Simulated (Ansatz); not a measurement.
Band structure of LuAl2Pd5 (I4/mmm, 8 atoms in the cell).

```
CELL_PARAMETERS angstrom
     -2.08764     2.08764     7.58168
      2.08764    -2.08764     7.58168
      2.08764     2.08764    -7.58168
ATOMIC_POSITIONS crystal
  Lu 0.00000 0.00000 0.00000
  Al 0.25315 0.25315 0.00000
  Al 0.74685 0.74685 0.00000
  Pd 0.64259 0.14259 0.50000
  Pd 0.35741 0.85741 0.50000
  Pd 0.14259 0.64259 0.50000
  Pd 0.85741 0.35741 0.50000
  Pd 0.50000 0.50000 0.00000
```

Computed with PBEsol, PAW files made with PBE (plane waves; Ansatz, a program for electronic structure).

Settings: kpoints.mp_grid.grid = 5 5 5; hamiltonian.xc = pbesol; hamiltonian.pseudopotentials = {kind: paw} (an earlier, softer set of the program's PAW files); scf.occupations.method = gaussian; scf.occupations.width = 0.272 eV; kpoints.band_path.npoints = 8.

The starting cell comes from a database of computed structures (which also holds hypothetical and non-ambient phases and stackings), without a prior relaxation at this level. Its lattice was rescaled by a random factor within 2.5 % of one. Spin-orbit coupling is off. Spin polarisation is off.

Levels in eV from the Fermi level, bands 58 to 65:
| point | 58 | 59 | 60 | 61 | 62 | 63 | 64 | 65 |
|---|---|---|---|---|---|---|---|---|
| Γ | -0.94 | -0.92 | 0.85 | 0.85 | 2.82 | 2.90 | 2.93 | 2.93 |
| X | -1.53 | -1.26 | -0.79 | -0.76 | -0.30 | 0.89 | 0.90 | 1.92 |
| Y | -1.59 | -1.26 | -0.72 | -0.72 | -0.20 | 0.91 | 0.97 | 1.92 |
| S | -1.76 | -1.36 | -0.93 | -0.15 | 1.80 | 1.81 | 2.04 | 2.94 |
| Z | -0.92 | -0.42 | 0.26 | 0.39 | 0.39 | 2.54 | 2.54 | 2.64 |
| S1 | -1.76 | -1.36 | -0.93 | -0.15 | 1.80 | 1.81 | 2.04 | 2.94 |
| N | -1.82 | -1.36 | -0.84 | -0.34 | 1.41 | 2.05 | 2.31 | 2.94 |
| P | -1.52 | -1.16 | -1.15 | -0.46 | -0.46 | 0.90 | 0.90 | 2.12 |
| Y1 | -1.59 | -1.26 | -0.72 | -0.72 | -0.20 | 0.91 | 0.97 | 1.92 |

Bands cross the Fermi level along this path, so the cell is metallic at this level.

Keys are those of Ansatz 0.2.
